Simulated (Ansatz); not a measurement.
Given:

```
CdSe
1.0
    0.00000     3.04073     3.04073
    3.04073     0.00000     3.04073
    3.04073     3.04073     0.00000
Cd Se
1 1
Direct
  0.00000   0.00000   0.00000
  0.75000   0.75000   0.75000
```

These are HSE06, rigid bands (plane waves, PAW, scalar-relativistic; Ansatz, an electronic-structure program) values and carry that method's errors. Geometry: cell and atoms relaxed with PBEsol.

What conductivity effective mass do dilute electrons have at 300 K?

0.120 mₑ.

And the band gap?

1.55 eV at this level.

Rigid bands, one relaxation time for all states, no polarons. Spin-orbit coupling is left out; where it splits the top of the valence band it changes the hole mass and lowers the gap by about a third of the splitting. Geometry: cell and atoms relaxed with PBEsol.
